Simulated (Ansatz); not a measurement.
Take TlBr in the zinc blende structure (space group F-43m, No. 216; a = 7.3107 Å; a hypothetical phase, not in the database extracts checked) as the base.

All numbers come from PBEsol (Ansatz, a quantum-chemistry and plane-wave program, PAW, no spin-orbit coupling), earlier PAW set.

Base values:

| Item | Result |
|---|---|
| Gap character | indirect, W → X |
| Width of the top valence band | 1.38 eV |

The change: every lattice vector is shortened by 2.18 %, atoms relaxed at fixed cell.

Question: Estimate the effect on the gap character, width of the top valence band and energy relative to the base.

Answer: The gap character stays indirect, W → X; the width of the top valence band increases by 0.23 eV to 1.61 eV; the energy increases by 9.6 meV/atom.

With Tl present, leaving out spin-orbit coupling can change the band edges. The cells carry an imposed strain or load. Stability against distortions was not tested.
